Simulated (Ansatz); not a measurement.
NH2 on the 1x1 (0001) surface of hcp Co, ferromagnetic, one in a 2x2 cell, energies for each (21.5 Å²). Energies are against NH3(g) − ½ H2(g), without zero-point or thermal terms; each row is named by its start.

All values below come from PBE (plane waves to 420 eV, PAW; Ansatz, a quantum-chemistry and plane-wave program).

Q: Which site binds most strongly?
A) bridge Co-Co (span 2.5 Å)
B) hollow Co-Co-Co
C) hollow Co-Co-Co over Co at depth 2.0 Å

A: A, bridge Co-Co (span 2.5 Å). Adsorption energies: bridge Co-Co (span 2.5 Å) -0.09 eV; hollow Co-Co-Co over Co at depth 2.0 Å 0.05 eV; hollow Co-Co-Co 0.08 eV.
